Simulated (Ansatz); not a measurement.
A computed series for Li: response to strain

The parent structure is Li in the bcc (W type) structure (space group Im-3m, No. 229; a = 3.4343 Å; relaxed with 0.1 eV smearing). Axes: x, y, z lie along the cube axes.

Strains are applied to the cell and any free atomic positions relax; under biaxial strain the out-of-plane vector relaxes too.

Computed with PBEsol (Ansatz, a program for electronic structure), no spin-orbit coupling.

Candidates:
(a) biaxial strain +2.50 %, plane normal [001], relaxed out of plane
(b) biaxial strain −1.00 %, plane normal [001], relaxed out of plane
(c) biaxial strain +3.00 %, plane normal [001], relaxed out of plane
(d) biaxial strain −1.50 %, plane normal [001], relaxed out of plane

Problem. Order them by out-of-plane strain, lowest first.

Solution. (c) biaxial strain +3.00 %, plane normal [001], relaxed out of plane (-4.53 %), (a) biaxial strain +2.50 %, plane normal [001], relaxed out of plane (-3.90 %), (b) biaxial strain −1.00 %, plane normal [001], relaxed out of plane (+1.90 %), (d) biaxial strain −1.50 %, plane normal [001], relaxed out of plane (+2.94 %)

No phonon test of stability was made.
